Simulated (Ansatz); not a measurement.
System: TiAl3 (I4/mmm, No. 139). Method: PBE (PAW; Ansatz, an electronic-structure program).

Run with plane-wave cutoff 520 eV, 20×20×20 k mesh, Fermi–Dirac smearing 0.05 eV, no spin polarisation, scalar-relativistic PAW data made under PBE.

Cell (relaxed at this level):

```cif
data_Al3Ti
_chemical_formula_sum 'Ti1 Al3'
_space_group_name_H-M_alt 'P 1'
_space_group_IT_number 1
_cell_length_a 5.09620
_cell_length_b 5.09620
_cell_length_c 5.09620
_cell_angle_alpha 135.665
_cell_angle_beta 135.665
_cell_angle_gamma 64.499
loop_
_space_group_symop_operation_xyz
  'x, y, z'
loop_
_atom_site_label
_atom_site_type_symbol
_atom_site_fract_x
_atom_site_fract_y
_atom_site_fract_z
_atom_site_occupancy
Ti1 Ti 0.00000 0.00000 0.00000 1
Al1 Al 0.50000 0.50000 0.00000 1
Al2 Al 0.75000 0.25000 0.50000 1
Al3 Al 0.25000 0.75000 0.50000 1
```

**Question.** What does this level give for the bulk modulus and pressure derivative B′ of the bulk modulus?

**Answer.** 
- bulk modulus: 106 GPa
- pressure derivative B′ of the bulk modulus: 4.1

The run finds no gap.

Note: the bulk modulus comes from volumes at which shape and atoms were relaxed.
